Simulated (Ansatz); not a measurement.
The parent structure is TiO₂ in the anatase structure (space group I4_1/amd, No. 141; a = 3.739 Å, c = 9.455 Å).

The values are results of DFT with LDA, PAW potentials and a 420 eV plane-wave cutoff in Ansatz (an electronic-structure program), no spin-orbit coupling, not measurements.

For the base:

| Quantity | Value |
|---|---|
| Smallest direct gap | 2.44 eV |
| Band gap | 2.08 eV |

One thing is altered: an isotropic linear strain of −0.60 %; the atoms relax in the strained cell.

Question: How does this affect the smallest direct gap?

Answer: The smallest direct gap increases by 0.03 eV to 2.47 eV.

Question: How does this affect the band gap?

Answer: The band gap goes up by 0.013 eV to 2.10 eV.

Whether these cells are dynamically stable was not tested. All final runs are without spin polarisation.
